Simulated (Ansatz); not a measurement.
# Evanescent states of GaN (P6_3mc, wurtzite, 4 atoms a cell, 11.4 Å³ an atom) along the normal of (111)

These are r2SCAN (plane waves, PAW; Ansatz, a quantum-chemistry and plane-wave program) values and carry that method's errors.

No gap correction and no spin-orbit coupling; mid-gap values are interpolated between computed energies.

Energies count from the valence-band top; κ is the least over a 6×6 mesh across the current.

```tsv
E (eV)	κ (1/Å)	where
0.06	0.053	Γ
0.18	0.088	Γ
0.30	0.110	Γ
0.42	0.126	Γ
0.54	0.138	Γ
0.66	0.147	Γ
0.78	0.154	Γ
0.90	0.159	Γ
1.02	0.162	Γ
1.14	0.164	Γ
1.26	0.163	Γ
1.38	0.161	Γ
1.50	0.157	Γ
1.62	0.151	Γ
1.74	0.143	Γ
1.86	0.131	Γ
1.98	0.117	Γ
2.10	0.096	Γ
2.22	0.066	Γ
```

Question: How thick must the barrier be to attenuate the transmission by 10^6 when the electrodes' Fermi level lies at 1.62 eV, and what attenuation does that film give at 2.22 eV?

Answer: d = 6 ln 10 / (2 × 0.151) = 45.7 Å. At 2.22 eV it gives 6 × 0.066/0.151 = 2.6 decades.
